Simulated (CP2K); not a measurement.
**CP2K run on Cd3Pt (I4/mmm, 4 atoms in the cell): self-consistent single point**

Method of the run: LDA (Pade form), GPW, DZVP-MOLOPT-SR-GTH basis, GTH-PADE potentials (GTH_POTENTIALS) (CP2K).

Input as run:

```
&GLOBAL
  PROJECT run
  RUN_TYPE ENERGY_FORCE
  PRINT_LEVEL LOW
&END GLOBAL
&FORCE_EVAL
  METHOD Quickstep
  STRESS_TENSOR ANALYTICAL
  &DFT
    BASIS_SET_FILE_NAME BASIS_MOLOPT
    POTENTIAL_FILE_NAME GTH_POTENTIALS
    &QS
      METHOD GPW
      EPS_DEFAULT 1E-10
    &END QS
    &MGRID
      CUTOFF 500
      REL_CUTOFF 50
      NGRIDS 5
    &END MGRID
    &SCF
      SCF_GUESS ATOMIC
      EPS_SCF 1E-6
      MAX_SCF 100
      ADDED_MOS 10
      &DIAGONALIZATION
        ALGORITHM STANDARD
      &END DIAGONALIZATION
      &MIXING
        METHOD BROYDEN_MIXING
        ALPHA 0.2
        NBUFFER 8
      &END MIXING
      &SMEAR ON
        METHOD FERMI_DIRAC
        ELECTRONIC_TEMPERATURE [K] 1160.45
      &END SMEAR
    &END SCF
    &KPOINTS
      SCHEME MONKHORST-PACK 9 9 9
    &END KPOINTS
    &XC
      &XC_FUNCTIONAL PADE
      &END XC_FUNCTIONAL
    &END XC
    &PRINT
      &MO
        EIGENVALUES T
        OCCUPATION_NUMBERS T
        NDIGITS 8
        FILENAME mo
        &EACH
          QS_SCF 0
        &END EACH
        ADD_LAST NUMERIC
      &END MO
      &MULLIKEN OFF
      &END MULLIKEN
    &END PRINT
  &END DFT
  &SUBSYS
    &CELL
      ABC 5.21964000 5.21964068 5.21963991
      ALPHA_BETA_GAMMA 133.12749470 133.12748672 68.45400116
      PERIODIC XYZ
    &END CELL
    &COORD
      SCALED
      Cd       0.75000000     0.25000000     0.50000000
      Cd       0.25000000     0.75000000     0.50000000
      Cd       0.50000000     0.50000000     0.00000000
      Pt       0.00000000     0.00000000     0.00000000
    &END COORD
    &KIND Cd
      BASIS_SET DZVP-MOLOPT-SR-GTH
      POTENTIAL GTH-PADE-q12
    &END KIND
    &KIND Pt
      BASIS_SET DZVP-MOLOPT-SR-GTH
      POTENTIAL GTH-PADE-q18
    &END KIND
  &END SUBSYS
  &PRINT
    &FORCES ON
    &END FORCES
    &STRESS_TENSOR ON
    &END STRESS_TENSOR
  &END PRINT
&END FORCE_EVAL
```

Log, with long lists cut:

```
 GLOBAL| Method name                                                        CP2K
 GLOBAL| Project name                                                        run
 GLOBAL| Run type                                                   ENERGY_FORCE

 TOTAL NUMBERS AND MAXIMUM NUMBERS

  Total number of            - Atomic kinds:                                   2
                             - Atoms:                                          4
                             - Shell sets:                                     4
                             - Shells:                                        29
                             - Primitive Cartesian functions:                 21
                             - Cartesian basis functions:                    121
                             - Spherical basis functions:                    101

  Maximum angular momentum of- Orbital basis functions:                        3
                             - Local part of the GTH pseudopotential:          2
                             - Non-local part of the GTH pseudopotential:      4

 SCF PARAMETERS         Density guess:                                    ATOMIC
                        max_scf:                                             100
                        max_diis:                                              4
                        eps_scf:                                        1.00E-06
                        eps_diis:                                       1.00E-01
                        eps_eigval:                                     1.00E-05
                        level_shift [a.u.]:                             0.000000
                        added MOs                                        10    0
                        Mixing method:                            BROYDEN_MIXING
                                                charge density mixing in g-space
                        Smear method:                                FERMI_DIRAC
                        Electronic temperature [K]:                       1160.5
                        Electronic temperature [a.u.]:                  3.67E-03
                        Accuracy threshold:                             1.00E-10
                        No outer SCF

 Extrapolation method: initial_guess

 Number of electrons:                                                         54
 Number of occupied orbitals:                                                 27
 Number of molecular orbitals:                                                37

 Number of orbital functions:                                                101
 Number of independent orbital functions:                                    101

 SCF WAVEFUNCTION OPTIMIZATION

  Step     Update method      Time    Convergence         Total energy    Change
     1 NoMix/Diag. 0.20E+00      -     1.99035813      -259.3675134176 -2.59E+02
     2 Broy./Diag. 0.20E+00      -     0.06644632      -260.8314383999 -1.46E+00
     3 Broy./Diag. 0.20E+00      -     0.12679002      -259.6451711635  1.19E+00
     4 Broy./Diag. 0.20E+00      -     0.02120941      -258.8147125908  8.30E-01
     5 Broy./Diag. 0.20E+00      -     0.01196207      -258.9445281962 -1.30E-01
     6 Broy./Diag. 0.20E+00      -     0.00060238      -259.0105361401 -6.60E-02
     7 Broy./Diag. 0.20E+00      -     0.00135489      -259.0147584498 -4.22E-03
     8 Broy./Diag. 0.20E+00      -     0.00012231      -259.0138839975  8.74E-04
     9 Broy./Diag. 0.20E+00      -     0.00008914      -259.0135329363  3.51E-04
    10 Broy./Diag. 0.20E+00      -     0.00001889      -259.0133658515  1.67E-04
    11 Broy./Diag. 0.20E+00      -     0.00000327      -259.0133177501  4.81E-05
    12 Broy./Diag. 0.20E+00      -     0.00000087      -259.0133083489  9.40E-06

  *** SCF run converged in    12 steps ***

  Electronic density on regular grids:        -53.9999999952        0.0000000048
  Core density on regular grids:               53.9999999945       -0.0000000055
  Total charge density on r-space grids:       -0.0000000007
  Total charge density g-space grids:          -0.0000000007

  Overlap energy of the core charge distribution:               0.00000000019396
  Self energy of the core charge distribution:               -404.37006151731919
  Core Hamiltonian energy:                                    112.68943456735200
  Hartree energy:                                              63.86924601091464
  Exchange-correlation energy:                                -31.20033287173175
  Electronic entropic energy:                                  -0.00159453792910
  Fermi energy:                                                 0.34617939865854

  Total energy:                                              -259.01330834894082
  Total energy (extrapolated to T->0):                       -259.01251107997626

 ENERGY| Total FORCE_EVAL ( QS ) energy [hartree]           -259.013307465690048

 FORCES| Atomic forces [hartree/bohr]
 FORCES|   Atom     x               y               z               |f|
 FORCES|      1  1.10230005E-08 -4.58515587E-09  1.06004017E-09   1.19855696E-08
 FORCES|      2 -1.10226695E-08  4.58534070E-09  1.55715405E-08   1.96213522E-08
 FORCES|      3 -1.79159933E-13  1.59491154E-13 -4.66328167E-08   4.66328167E-08
 FORCES|      4  3.89627229E-13  1.17642233E-13  3.00008303E-08   3.00008303E-08
 FORCES| Sum     5.41433334E-13  4.61969605E-13 -4.05813427E-13
 FORCES| Total atomic force                                       8.19298791E-13

 STRESS| Analytical stress tensor [bar]
 STRESS|                        x                   y                   z
 STRESS|      x       -1.29610124644E+05  -8.61645994122E+02  -8.33250397369E-02
 STRESS|      y       -8.61645994122E+02  -1.28930345282E+05  -4.47864597902E-02
 STRESS|      z       -8.33250397369E-02  -4.47864597902E-02  -1.28342567953E+05
 STRESS| 1/3 Trace                                            -1.28961012626E+05
```

The run converged in 12 iterations.

The starting cell comes from a database of computed structures (which also holds hypothetical and non-ambient phases and stackings), without a prior relaxation at this level. Spin polarisation is off. Values carry the incompleteness of an atom-centred basis. With a pressure of about -13 GPa the cell is away from its equilibrium volume at this level.

Cost on one core of a shared machine: roughly 3 min.
